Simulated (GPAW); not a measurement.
**Energy against c/a at fixed volume: hcp Y (space group 194) (GPAW, PBE)**

```xyz
2
Lattice="3.6927 0.0000 0.0000 -1.8463 3.1980 0.0000 0.0000 0.0000 5.5652" Properties=species:S:1:pos:R:3 pbc="T T T"
Y      1.8464     1.0660     4.1739
Y      0.0000     2.1320     1.3913
```

Method: PBE, GPAW PAW datasets PBE (gpaw-data 1.0.1) (plane waves; GPAW). Settings: mode = pw; ecut = 585 eV; xc = PBE; kpts = 20 20 12; mesh shift (steps) = 0 0 0; occupations.name = fermi-dirac; occupations.width = 0.05 eV; nbands = -10; convergence.density = 1e-06 e/electron; convergence.energy = 1e-06 eV/electron; symmetry.symmorphic = false; symmetry.tolerance = 0.0005; maxiter = 150. The cell above is the first row's. The rows change c/a at fixed volume. In all rows fractional positions and the k mesh are held. E is the free energy at the stated smearing, counted from the lowest row.

```
c/a     E (meV/atom)
------  ------------
1.5071             ?
1.5228          1.59
1.5385          0.37
1.5542          0.00
1.5699          0.45
1.5856          1.68
1.6013          3.62
1.6170          6.25
1.6327          9.53
```

The 8 complete rows are fitted with a cubic, E against c/a. With u = c/a - 1.58, the rows have u = -0.05720, -0.04150, -0.02580, -0.01010, 0.00560, 0.02130, 0.03700, 0.05270. Least squares gives E = 1.152 + 84.66·u + 1507.6·u² - 1860·u³. Residuals (row less fit): 0.000, 0.002, -0.003, -0.003, 0.007, -0.001, -0.004, 0.002; standard error 0.005 (degrees of freedom: 4). The fitted curve has its minimum at c/a = 1.55, where E = 0.00. To one more digit the minimum is at c/a = 1.553; the ideal close-packed ratio is 1.633.

Task: What does the fit predict for E at c/a = 1.5071, and how far is the calculated value from it?

Result: u = -0.07290, so E = 1.152 + 84.66 × (-0.07290) + 1507.6 × (-0.07290)² - 1860 × (-0.07290)³ = 3.713 meV/atom. The calculation gives 3.69 meV/atom, 0.023 meV/atom below the prediction (0.2 % of the range of E in the table). The row lies outside the fitted rows, so this is an extrapolation. From the scatter of the fitted rows alone, a prediction at this place has a standard error of 0.013 meV/atom, so the miss is 1.8 times that.

Carrying the step between the two nearest rows on in a straight line would have given 2.81, off by 0.88; series whose last step already gives the withheld value aren't shown. The reference cell has the volume at which an earlier scan in this program and functional put its minimum by a fit; axis ratios and inner coordinates come from a measured-size cell. The runs keep the symmetry of the cell, so they don't test it for distortions. The best c/a moves a little with volume. In metals such curves are sensitive to mesh and smearing. Cutoffs and mesh are single choices, not tested for convergence of this quantity. Series with a scatter that would blur these digits, or in which a gap closes, are not shown. Strain series were run only where this level's volume lies within 10 % of a first guess from the measured size.
